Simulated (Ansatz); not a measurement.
By PBEsol, the system below comes out a metal.

Input:

```yaml
crystal:
  lattice:
    - [2.74613, 0.00000, 0.00000]
    - [-1.37307, 2.37822, 0.00000]
    - [0.00000, 0.00000, 4.19652]
  atoms:
    - { symbol: Os, position: [0.33333, 0.66667, 0.25000] }
    - { symbol: Os, position: [0.66667, 0.33333, 0.75000] }
```

Space group of this cell: P6_3/mmc, hcp (Mg type). The cell is strained (lengths along the current scaled by 0.97, ions clamped); by PBEsol its mean pressure is 7.4 GPa.

The current flows along the normal of the first two printed cell vectors, the (001) (indices of the unstrained crystal) plane of the conventional cell. No spin-orbit coupling; the value is a mean over 0.1 eV about the Fermi level.

### Question
Estimate the ballistic conductance per area that PBEsol (Ansatz, a quantum-chemistry and plane-wave program) returns for this system.

### Answer
1.5 × 10¹⁵ S/m² for both spins.
